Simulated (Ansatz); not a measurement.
The structure below was relaxed with LDA (Ansatz, a first-principles code), no spin-orbit coupling, at pressure −1 GPa.

```yaml
crystal:
  lattice:
    - [3.88025, 0.00000, 0.00000]
    - [0.00000, 3.88025, 0.00000]
    - [0.00000, 0.00000, 3.88025]
  atoms:
    - { symbol: Tl, position: [0.00000, 0.00000, 0.00000] }
    - { symbol: Br, position: [0.50000, 0.50000, 0.50000] }
```

Q: Find the space group and the Wyckoff positions.

A: Space group Pm-3m (No. 221); a = b = c = 3.880 Å, α = β = γ = 90.00°

| atom | site | symmetry | x | y | z |
|---|---|---|---|---|---|
| Tl | 1a | m-3m | 0.0000 | 0.0000 | 0.0000 |
| Br | 1b | m-3m | 0.5000 | 0.5000 | 0.5000 |

Load acts through the strain it causes; cell and atoms are relaxed under it. No phonon test of stability was made. The cell was made from TlBr in the CsCl type structure (space group Pm-3m, No. 221) by this change: pressure −1 GPa.
